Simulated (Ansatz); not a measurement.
Start from Ta in the bcc (W type) structure (space group Im-3m, No. 229; a = 3.2820 Å). Axes: x, y, z lie along the cube axes.

Computed with PBEsol in Ansatz (plane waves to 420 eV, PAW, without spin-orbit coupling).

For the base:

```
Quantity           Result
---------------  --------
Volume per atom  17.68 Å³
```

It is then changed as follows: uniaxial stress, 1 GPa tension along x, with the cell and atoms free to relax against it.

Question: Predict the new energy relative to the base and volume per atom.

Answer: The energy grows by 0.3 meV/atom; the volume per atom increases by 0.028 Å³ (17.68 Å³ → 17.70 Å³).

Without a gap, meshes like the base's 20×20×20 leave anisotropic stresses uncertain by several tenths of a GPa, and small strain energies with them. Load acts through the strain it causes; cell and atoms are relaxed under it. Beyond what the load breaks, stability against distortions was not tested. All final runs are without spin polarisation.

Ansatz is a quantum-chemistry and plane-wave program.
